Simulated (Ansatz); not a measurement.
Bi₂S₃ (model structure, started from the A-La2O3 type, P-3m1, No. 164, 5 atoms in the cell), treated with G0W0@PBEsol in Ansatz (plane waves, hard PAW, contour deformation).

The cell is the one relaxed with PBEsol. Conventional cell: a = 3.9948 Å, b = 3.9948 Å, c = 9.5552 Å, α = 90.00°, β = 90.00°, γ = 120.00°.

The quasiparticle gap at Γ at a fixed k mesh 3×3×1:

```csv
response cutoff,value (eV)
"140 eV, 913 empty bands",1.168
"175 eV, 1275 empty bands",1.193
"210 eV, 1676 empty bands",1.207
"280 eV, 2581 empty bands",1.224
```

Task: Taking the value to converge with the response cutoff E as E^(−3/2), extrapolate from the last two rows.

Result: With y = y∞ + c/w and weights w = 3043 and 4685 for the last two rows, y∞ = (w2 y2 − w1 y1)/(w2 − w1) = (4685 × 1.224 − 3043 × 1.207)/1642 = 1.256 eV, which lies 0.032 beyond the last row. Successive pairs of rows give 1.256, 1.252, 1.256. The limit also hangs on the law assumed, so its last digits aren't firm.

The other settings are not extrapolated, so this is the limit in one setting alone.

Spin–orbit coupling is not included; with these elements it can move the gap by several tenths of an eV or more.

Note: filled d or f shells below the valence bands can shift G0W0 gaps through exchange with them, which wasn't tested here.

A model structure was made by putting elements into a prototype or built by hand; it is no filed structure, need not be a known phase, and can be a saddle point held by its symmetry.

Ansatz is a quantum-chemistry and plane-wave program.
